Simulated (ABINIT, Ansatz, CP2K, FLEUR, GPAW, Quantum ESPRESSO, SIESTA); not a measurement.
## Code comparison for Tl2Pd (C2/c, 6 atoms in the cell)

Self-consistent single point.

```xyz
6
Lattice="4.4443 -3.3993 0.0000 4.4443 3.3993 0.0000 -3.7513 0.0000 4.4464" Properties=species:S:1:pos:R:3 pbc="T T T"
Tl     5.2961     1.1292     0.7401
Tl    -0.1588    -1.1292     3.7063
Tl     1.7168     1.1292     1.4831
Tl     3.4205    -1.1292     2.9632
Pd     3.5065     3.3938     1.1116
Pd     1.6308    -3.3938     3.3348
```

All programs got the same cell, k-point mesh and kind of occupations (in Ansatz's words: kpoints.mp_grid.grid = 3 3 4; scf.occupations.method = gaussian; scf.occupations.width = 0.01 Ry); potentials, basis and cutoffs are each program's usual ones.

```json
[
 {"code": "SIESTA", "model": "LDA PW92, numerical atomic orbitals DZP, PseudoDojo LDA standard norm-conserving potentials (rewritten from UPF to PSML)", "pressure (GPa)": "-5.78", "largest force (eV/Å)": "0.094", "k-points": "20", "cutoff": "grid 350 Ry"},
 {"code": "CP2K", "model": "LDA (Pade form), GPW, DZVP-MOLOPT-SR-GTH basis, GTH-PADE potentials (GTH_POTENTIALS)", "pressure (GPa)": "-5.27", "largest force (eV/Å)": "0.143", "k-points": "19", "cutoff": "grid 500 Ry"},
 {"code": "Quantum ESPRESSO", "model": "LDA (PW92), PseudoDojo standard norm-conserving (LDA) pseudopotentials", "pressure (GPa)": "-5.40", "largest force (eV/Å)": "0.137", "k-points": "14", "cutoff": "85 Ry"},
 {"code": "Ansatz", "model": "LDA (PW92), PAW files made with PBE", "pressure (GPa)": "-5.37", "largest force (eV/Å)": "0.140", "k-points": "14", "cutoff": "default"},
 {"code": "GPAW", "model": "LDA (Perdew-Wang 92), GPAW PAW datasets LDA (gpaw-data 1.0.1)", "pressure (GPa)": "-5.69", "largest force (eV/Å)": "0.138", "k-points": "14", "cutoff": "600 eV"},
 {"code": "ABINIT", "model": "LDA (PW92), PAW (JTH v2.0 LDA PAW)", "pressure (GPa)": "-5.69", "largest force (eV/Å)": "0.139", "k-points": "14", "cutoff": "48 Ry"},
 {"code": "FLEUR", "model": "LDA (Perdew-Zunger), all-electron FLAPW (FLEUR), scalar-relativistic valence", "pressure (GPa)": "–", "largest force (eV/Å)": "0.132", "k-points": "14", "cutoff": "Kmax 3.9 1/bohr"}
]
```

Size of the force on each atom (eV/Å): Sizes of forces hide their directions.

```json
[
 {"code": "SIESTA", "Tl1": "0.094", "Tl2": "0.094", "Tl3": "0.094", "Tl4": "0.094", "Pd5": "0.010", "Pd6": "0.010"},
 {"code": "CP2K", "Tl1": "0.143", "Tl2": "0.143", "Tl3": "0.143", "Tl4": "0.143", "Pd5": "0.006", "Pd6": "0.006"},
 {"code": "Quantum ESPRESSO", "Tl1": "0.137", "Tl2": "0.137", "Tl3": "0.137", "Tl4": "0.137", "Pd5": "0.005", "Pd6": "0.005"},
 {"code": "Ansatz", "Tl1": "0.140", "Tl2": "0.140", "Tl3": "0.140", "Tl4": "0.140", "Pd5": "0.004", "Pd6": "0.004"},
 {"code": "GPAW", "Tl1": "0.138", "Tl2": "0.138", "Tl3": "0.138", "Tl4": "0.138", "Pd5": "0.005", "Pd6": "0.005"},
 {"code": "ABINIT", "Tl1": "0.139", "Tl2": "0.139", "Tl3": "0.139", "Tl4": "0.139", "Pd5": "0.004", "Pd6": "0.004"},
 {"code": "FLEUR", "Tl1": "0.132", "Tl2": "0.132", "Tl3": "0.132", "Tl4": "0.132", "Pd5": "0.005", "Pd6": "0.005"}
]
```

A dash marks a value that a program does not give, or that is left out as unsure.

The spread over the programs that give each value: pressure within 0.51 GPa; largest force within 0.049 eV/Å.

The starting cell comes from a database of computed structures (which also holds hypothetical and non-ambient phases and stackings), without a prior relaxation at this level. Its lattice was rescaled by a random factor within 2.5 % of one. On Ansatz's run: Spin-orbit coupling is off. Spin polarisation is off. In the base run, with a pressure of about -5 GPa the cell is away from its equilibrium volume at this level. Without a gap this mesh is coarse (it stands for a supercell whose shortest vector is 17 Å).

Problem. Why do the programs differ, and what cannot be compared?

Solution. Differences of this kind can come from the potentials, where these differ, and from what each basis and cutoff leave unconverged. The valence holds different numbers of electrons (SIESTA 88, CP2K 88, Quantum ESPRESSO 88, Ansatz (a program for electronic structure) 88, GPAW 84, ABINIT 88, FLEUR 84). The zero of total energies and Fermi levels follows the potentials and each program's conventions, so they are not compared here. SIESTA and CP2K use small atom-centred bases, whose incompleteness enters pressures, forces and empty levels differently from a plane-wave cutoff. FLEUR treats all electrons, but the usual bases taken here (sphere radii, linearisation, local orbitals, empty states) were not tested for convergence, so the values are no reference for the others. Ansatz's pressure is given at a fixed set of plane waves, as the other plane-wave codes print theirs. Ansatz's smearing width was typed in Ry to four decimals, so it matches the others to a few per cent. The programs reduce the same mesh by symmetry to different extents, which changes the work and not the result.

The shared mesh is coarse (it stands for a supercell whose shortest vector is 17 Å), so the values are not converged in it.

Left out of this page: Elk (not drawn, or without a comparable value).

Keys are those of Ansatz 0.2.
